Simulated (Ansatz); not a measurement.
GaN: energy against volume

GaN (zinc blende, F-43m, 11.376 Å³/atom and stress up to 0.01 GPa in the relaxed cell, cube axes along x, y and z) under an equal strain ε along all three axes. PBEsol in Ansatz, a plane-wave DFT program (PAW, default set), 420 eV, 13×13×13 Γ-centred mesh, Fermi-Dirac smearing 0.05 eV; ions are relaxed, or left where forces stay under 0.02 eV/Å, within the symmetry of each cell.

Here V stands for volume and E for E less E0.

| volume (Å³/atom) | E less E0 (meV/atom) | pressure (GPa) |
|---|---|---|
| 10.3826 | ? | ? |
| 10.7070 | 25.81 | 13.03 |
| 10.8717 | 14.27 | 9.43 |
| 11.0381 | 6.24 | 6.07 |
| 11.2062 | 1.54 | 2.93 |
| 11.3760 | 0.00 | 0.00 |
| 11.5475 | 1.48 | -2.72 |
| 11.7207 | 5.81 | -5.26 |
| 11.8957 | 12.84 | -7.62 |
| 12.0723 | 22.49 | -9.81 |

Task: Using the third-order Birch-Murnaghan form, a cubic in V^(-2/3), estimate the missing E at V = 10.3826 from the other rows, showing the fit.

Result: With u = V^(-2/3) - 0.198, the rows have u = 0.007852, 0.005768, 0.003714, 0.001692, -0.000300, -0.002262, -0.004195, -0.006101, -0.007977. Least squares gives E = 0.038 + 234.37·u + 385136·u² + 379731·u³. Residuals (row less fit): 0.003, -0.006, 0.000, 0.001, -0.002, 0.006, 0.006, -0.017, 0.007; standard error 0.010 (degrees of freedom: 5). Its minimum lies at u = -0.000304, so V0 = (0.197696)^(-3/2) = 11.38. There d²E/du² = 769600 and d³E/du³ = 2278000, so B0 = (4/9) × 11.38^(-7/3) × 769600 × 0.160218 = 188 GPa (the last factor turns the table's units into GPa), and B0' = 4 + (2/3) × 0.197696 × (2278000)/769600 = 4.4. B0' rests on the cubic coefficient alone and has a standard error of 0.1 from these residuals. At the withheld row, u = 0.012118, so E = 0.038 + 234.37 × 0.012118 + 385136 × 0.012118² + 379731 × 0.012118³ = 60.109 meV/atom. The calculation gives 60.07 meV/atom, 0.039 meV/atom below the prediction (0.1 % of the range of E in the table). The row lies outside the fitted rows, so this is an extrapolation. From the scatter of the fitted rows alone, a prediction at this place has a standard error of 0.047 meV/atom, so the miss is 0.8 times that.

Other structures, which can take over under pressure, weren't tried. The same form fitted to the pressure column gives B0' = 4.4; series where the two differ by over 0.4 aren't shown. GaN is here a metastable form; wurtzite is the usual one. Rows are the converged runs of the series near zero and its far end, less any whose ions stayed unrelaxed beside relaxed ones; series whose fitted rows scatter by over a few per cent of the range, as at a crossing or softening among them, aren't shown in this form.
